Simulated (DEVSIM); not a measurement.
Device: abrupt GaAs p-n junction, at 300 K.

Layer 1 from the left is GaAs, thickness (μm) 1.20, Na (cm⁻³) 7e16, τn (s) 2.5e-10, τp (s) 8.3e-10. Layer 2 from the left is GaAs, thickness (μm) 110, Nd (cm⁻³) 9.1e16, τn (s) 8.3e-10, τp (s) 8.3e-10.

Left contact: ohmic. Right contact: ohmic. Voltage is applied to the left contact. Recombination: SRH at mid-gap. Mobility is constant in doping.

Constants are typed, rounded textbook-type inputs, not results; the design itself was drawn at random and stands for no fabricated device. Values at 300 K.

GaAs: gap (eV) 1.424, affinity (eV) 4.07, permittivity 12.9, Nc (cm⁻³) 4.7e17, Nv (cm⁻³) 9e18, μn (cm²/Vs) 8500, μp (cm²/Vs) 400.

DEVSIM, 1D drift-diffusion, Boltzmann statistics, complete ionisation; no tunnelling, impact ionisation, image-force lowering or self-heating.

Dark forward current:

| |V| (V) | |J| (A/cm²) |
|---|---|
| 0.05 | 5.450e-10 |
| 0.10 | 1.929e-9 |
| 0.15 | 5.625e-9 |
| 0.20 | 1.560e-8 |
| 0.25 | 4.257e-8 |
| 0.30 | 1.157e-7 |
| 0.35 | 3.141e-7 |
| 0.40 | 8.540e-7 |
| 0.45 | 2.327e-6 |
| 0.50 | 6.359e-6 |
| 0.55 | 1.745e-5 |
| 0.60 | 4.818e-5 |
| 0.65 | 0.0001344 |
| 0.70 | 0.0003822 |
| 0.75 | 0.001130 |
| 0.80 | 0.003603 |
| 0.85 | 0.01312 |
| 0.90 | 0.05726 |
| 0.95 | 0.2995 |
| 1.00 | 1.778 |
| 1.05 | 11.06 |
| 1.10 | 61.62 |
| 1.15 | 230.3 |
| 1.20 | 536.1 |
| 1.25 | 927.8 |
| 1.30 | 1367 |

**Question.** Work out the local ideality factor n = ΔV / (kT/q · ln(J2/J1)) between the rows 0.15 and 0.20 V, 1.00 and 1.05 V, 1.25 and 1.30 V.

**Answer.** kT/q = 25.85 mV. From 0.15 to 0.20 V: ln(1.560e-8/5.625e-9) = 1.020, n = 1.90, near the 2 of recombination in the depletion region. From 1.00 to 1.05 V: ln(11.06/1.778) = 1.828, n = 1.06, near the 1 of diffusion or emission over a barrier. From 1.25 to 1.30 V: ln(1367/927.8) = 0.388, n = 4.99.

**Question.** Estimate the current at 1.00 V from the Shockley equation with J0 = Σ q ni² D/(N L) coth(W/L), τ joining the SRH, radiative and Auger lifetimes that are on, and W taken as the whole layer.

**Answer.** ni² = 5.04e12 cm⁻⁶; electrons in the p layer: μ = 8500 cm²/Vs, D = 220 cm²/s, τ = 2.50e-10 s, L = 2.34 μm, W/L = 0.51, term 2.29e-17 A/cm²; holes in the n layer: μ = 400 cm²/Vs, D = 10.3 cm²/s, τ = 8.30e-10 s, L = 0.926 μm, W/L = 120, term 9.90e-19 A/cm². J0 = 2.39e-17 A/cm², and J = J0 exp(qV/kT) = 1.51 A/cm². The simulation gives 1.78 A/cm²; the estimate lies 15 % below. The estimate leaves out recombination in the depletion region and that region's share of W.
